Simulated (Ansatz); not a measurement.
End structure of F on the 1x1 (111) surface of fluorite (cut with top plane F), one in a 2x2 cell, started at the site 'top Ca':

Host crystal: fluorite, with a band gap (PBE, scalar-relativistic without spin-orbit coupling).

```xyz
37
Lattice="7.7923 0.0000 0.0000 -3.8962 6.7483 0.0000 0.0000 0.0000 27.0000" Properties=species:S:1:pos:R:3 pbc="T T T"
F      0.0000     0.0000     9.5143
F     -1.9481     3.3742     9.5143
F      3.8962     0.0000     9.5143
F      1.9481     3.3742     9.5143
Ca     0.0000     2.2494    10.3275
Ca    -1.9481     5.6236    10.3275
Ca     3.8962     2.2494    10.3275
Ca     1.9481     5.6236    10.3275
F      1.9481     1.1247    11.1266
F      0.0000     4.4989    11.1266
F      5.8442     1.1247    11.1266
F      3.8962     4.4989    11.1266
F      0.0000     2.2494    12.6987
F     -1.9481     5.6236    12.6987
F      3.8962     2.2494    12.6987
F      1.9481     5.6236    12.6987
Ca     1.9552     1.1206    13.5019
Ca     0.0000     4.5071    13.5019
Ca     5.8371     1.1206    13.5019
Ca     3.8962     4.4989    13.4903
F      0.0000     0.0037    14.3041
F     -1.9449     3.3723    14.3041
F      3.8962     0.0000    14.2845
F      1.9449     3.3723    14.3041
F      1.9575     1.1193    15.8808
F      0.0000     4.5098    15.8808
F      5.8348     1.1193    15.8808
F      3.8962     4.4989    15.8484
Ca     0.0000     0.0272    16.6673
Ca    -1.9245     3.3606    16.6673
Ca     3.8962     0.0000    16.7327
Ca     1.9245     3.3606    16.6673
F      0.0000     2.2494    17.4517
F     -2.0223     5.5808    17.4405
F      3.8962     2.3351    17.4405
F      2.0222     5.5808    17.4405
F      3.8962     0.0000    18.9852
```

Set-up: 37 atoms, 8.0 Å thick at the start under the adsorbate (thin: gaps and levels are the slab's own); mesh 3x3x1; 0.01 eV smearing; dipole correction on; single point; on the structure that PBE left under its start's symmetry; spin-polarised, ending with about 1.0 μB a cell; orders that need a larger cell were not tried, no spin-orbit, no U, no dispersion correction. The program's check for a lower electronic state was not made. It is one chosen start, not shown to be the lowest state of the adsorbate.

A negative adsorption energy means that the adsorbate is more stable on the surface than in its reference.

**Question.** What highest filled level below the top vacuum level does Ansatz (a first-principles code) with HSE06, at the PBE geometry and the start's symmetry give?

**Answer.** 9.32 eV

**Question.** Give the gap of the slab on its k-mesh at the level HSE06, at the PBE geometry and the start's symmetry.

**Answer.** 1.30 eV

**Question.** Estimate the change of the step from the bottom to the top vacuum level, against the clean slab that HSE06, at the PBE geometry and the start's symmetry returns for this input.

**Answer.** -0.22 eV

**Question.** Predict the adsorption energy against ½ F2(g) at the same level from HSE06, at the PBE geometry and the start's symmetry.

**Answer.** 0.83 eV
